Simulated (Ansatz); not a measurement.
Input and output of a self-consistent single point for PdS (F-43m, 2 atoms in the cell) (Ansatz, a quantum-chemistry and plane-wave program).

Method of the run: PBE (plane waves, PAW; Ansatz).

The change in words: lattice scaled by 0.97. Reference geometry:
```
PdS
1.0
    0.00000     2.72325     2.72325
    2.72325     0.00000     2.72325
    2.72325     2.72325     0.00000
S Pd
1 1
Direct
  0.25000   0.25000   0.25000
  0.00000   0.00000   0.00000
```

Reference input (self-consistent single point, DFT, PBE, plane waves, default PAW files): basis.ecutwfc = 30.9 Ry; kpoints.mp_grid.grid = 10 10 10; hamiltonian.xc = pbe; hamiltonian.pseudopotentials = {kind: paw} (the program's default PAW files); scf.occupations.method = cold; scf.occupations.width = 0.0073 Ry. This run's input differs from it in these lines:

```diff
@@ -2,5 +2,5 @@
   lattice:
-    - [0.000000, 2.723248, 2.723248]
-    - [2.723248, 0.000000, 2.723248]
-    - [2.723248, 2.723248, 0.000000]
+    - [0.000000, 2.641551, 2.641551]
+    - [2.641551, 0.000000, 2.641551]
+    - [2.641551, 2.641551, 0.000000]
   atoms:
```

Output (repeated stretches shortened):

```
SCF iter   1: F=—  HF=-7875.042491 eV  |F-HF|=—  |Δ(HF+E_count)|=         —  Δρ=2.29e-3  dr2=9.90e-4  ethr=1.77e-3  ⟨swp⟩=5.1  Hψ=3971  notcnv=0
all-band conjugate gradients solve this SCF's bands
preconditioner: auto → LDOS
SCF iter   2: F=—  HF=-7875.043154 eV  |F-HF|=—  |Δ(HF+E_count)|=   6.63e-4  S|Δr|=    0.00e0  Δρ=3.89e-4  dr2=5.79e-5  ethr=4.12e-6  ⟨swp⟩=2.1  Hψ=1500  notcnv=0
SCF iter   3: F=—  HF=-7875.043144 eV  |F-HF|=—  |Δ(HF+E_count)|=   9.99e-6  S|Δr|=    0.00e0  Δρ=1.15e-4  dr2=4.97e-6  ethr=2.41e-7  ⟨swp⟩=2.4  Hψ=1068  notcnv=0
SCF iter   4: F=—  HF=-7875.043143 eV  |F-HF|=—  |Δ(HF+E_count)|=   8.44e-7  S|Δr|=    0.00e0  Δρ=2.90e-5  dr2=2.17e-7  ethr=2.07e-8  ⟨swp⟩=2.7  Hψ=1153  notcnv=0
SCF iter   5: F=—  HF=-7875.043143 eV  |F-HF|=—  |Δ(HF+E_count)|=   1.35e-8  S|Δr|=    0.00e0  Δρ=1.82e-5  dr2=1.02e-7  ethr=4.17e-10  ⟨swp⟩=6.3  Hψ=3380  notcnv=0
SCF iter   6: F=-7875.043143 eV  HF=-7875.043143 eV  |F-HF|=2.67e-10  |Δ(HF+E_count)|=   2.61e-8  S|Δr|=    0.00e0  Δρ=1.03e-6  dr2=4.38e-10  ethr=4.17e-10  ⟨swp⟩=4.0  Hψ=2357  notcnv=0
SCF 1 converged in 6 iterations: F = -7875.043143 eV  dr2 = 4.38e-10
Stability not checked (fill_not_monotonic)
Free energy (F): -7875.043143 eV
Internal energy: -7875.042902 eV  (E = F + TS)
E sigma→0 (E₀):  -7875.043063 eV
Entropy (-TS):   -0.000241 eV (-0.120 meV/atom)
Fermi energy:    11.386526 eV
--- Forces (eV/Å), atoms counted from 1 ---
  atom   1  S     -0.00000000     0.00000000    -0.00000000
  atom   2  Pd    -0.00000000    -0.00000000     0.00000000
--- Stress (GPa, compression-positive) ---
        9.171349      -0.000000       0.000000
        0.000000       9.171349      -0.000000
        0.000000      -0.000000       9.171349
  P = ⅓ Tr σ = 9.1713 GPa (91.713 kbar)
  The stress holds the Pulay correction. Without it, at fixed plane waves, as pw.x and ABINIT print it: P = 9.1312 GPa
```

The run converged in 6 iterations. Against the reference run the free energy rises by 40.2 meV/atom and the pressure goes from -0.96 to 9.17 GPa.

The starting cell was generated: these elements placed on a structure prototype, without a prior relaxation; it need not be a known phase or ordering of this composition. Its lattice was rescaled by a random factor within 2.5 % of one. For this run, on top of that: lattice scaled by 0.97. Spin polarisation is off. Ansatz's pressure includes its estimate of the finite-basis (Pulay) stress.

Keys are those of Ansatz 0.2.
